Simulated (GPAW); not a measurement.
**Pressure against volume in zinc-blende GaP (space group 216) (GPAW, PBEsol)**

```
CELL_PARAMETERS angstrom
      0.00000     2.64588     2.64588
      2.64588     0.00000     2.64588
      2.64588     2.64588     0.00000
ATOMIC_POSITIONS crystal
  Ga 0.00000 0.00000 0.00000
  P  0.75000 0.75000 0.75000
```

Computed with PBEsol, GPAW PAW datasets PBEsol (made by gpaw-setup) (plane waves; GPAW). Settings: mode = pw; ecut = 585 eV; xc = PBEsol; kpts = 11 11 11; mesh shift (steps) = 0 0 0; occupations.name = fermi-dirac; occupations.width = 0.01 eV; nbands = -8; convergence.density = 1e-05 e/electron; convergence.energy = 1e-05 eV/electron; convergence.bands = -6; symmetry.symmorphic = false; symmetry.tolerance = 0.0005; maxiter = 120. The cell above is the first row's. The rows scale it uniformly. In all rows fractional positions and the k mesh are held.

```csv
V (Å^3/atom),P (GPa)
18.523,?
18.926,8.90
19.328,6.36
19.731,4.09
20.134,2.05
20.536,0.23
20.939,-1.41
21.342,-2.88
21.744,-4.19
```

Fit P of the 8 rows that show it with a cubic. With u = V - 20.3, the rows have u = -1.3740, -0.9720, -0.5690, -0.1660, 0.2360, 0.6390, 1.0420, 1.4440. Least squares gives P = 1.271 - 4.5738·u + 0.6308·u² - 0.05799·u³. Residuals (row less fit): 0.003, -0.006, 0.002, 0.002, 0.004, -0.001, -0.004, 0.003; standard error 0.005 (degrees of freedom: 4). The fitted pressure is zero at V0 = 20.59, where dP/dV = -4.224, so B0 = -V0·dP/dV = 87.0 GPa.

Question: Predict the withheld P at V = 18.523 from the fit, and compare with the calculation.

Answer: u = -1.7770, so P = 1.271 - 4.5738 × (-1.7770) + 0.6308 × (-1.7770)² - 0.05799 × (-1.7770)³ = 11.716 GPa. The calculation gives 11.72 GPa, which the fit meets to the printed digits. The row lies outside the fitted rows, so this is an extrapolation. From the scatter of the fitted rows alone, a prediction at this place has a standard error of 0.013 GPa, so the miss is 0.3 times that.

Carrying the step between the two nearest rows on in a straight line would have given 11.45, off by 0.27; series whose last step already gives the withheld value aren't shown. The scan was laid around a cell of about the measured size, scaled by a guess for this functional. The runs keep the symmetry of the cell, so they don't test it for distortions. Cutoffs and mesh are single choices, not tested for convergence of this quantity. Series with a scatter that would blur these digits, or in which a gap closes, are not shown.
